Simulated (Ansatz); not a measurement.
# Pressure series in CrO2

Base system: CrO2 in the rutile structure (space group P4_2/mnm, No. 136; ferromagnetic).

```
CELL_PARAMETERS angstrom
      4.39243     0.00000     0.00000
      0.00000     4.39243     0.00000
      0.00000     0.00000     2.88752
ATOMIC_POSITIONS crystal
  Cr 0.00000 0.00000 0.00000
  Cr 0.50000 0.50000 0.50000
  O  0.30330 0.30330 0.00000
  O  0.80330 0.19670 0.50000
  O  0.19670 0.80330 0.50000
  O  0.69670 0.69670 0.00000
```

Cell and atoms are relaxed at each pressure.

Calculations: PBEsol, PAW, 420 eV (Ansatz, an electronic-structure program; no spin-orbit coupling).

Two rows of this table had their results exchanged by mistake.

```csv
pressure,volume per atom (Å³),shortest distance (Å),band gap
pressure −2 GPa,9.36,1.891,zero
pressure −1 GPa,9.32,1.887,zero
pressure 1.8 GPa,8.99,1.857,zero
pressure 4.2 GPa,9.14,1.871,zero
pressure 9 GPa,9.22,1.878,zero
pressure 18 GPa,8.74,1.835,zero
pressure 30 GPa,8.45,1.810,zero
pressure 45 GPa,8.16,1.785,zero
pressure 60 GPa,7.90,1.763,zero
```

Which two?

The rows for pressure 1.8 GPa and pressure 9 GPa: the volume has to fall steadily with pressure, so 9.22 Å³ belongs to pressure 1.8 GPa and 8.99 Å³ to pressure 9 GPa.

Load acts through the strain it causes; cell and atoms are relaxed under it. Stability against distortions was not tested. No other phases were tried under pressure. No Hubbard U is applied and the magnetic state is the run's own (CrO2 ferromagnetic); other magnetic orders, which need larger cells, were not tried and can change the gap.
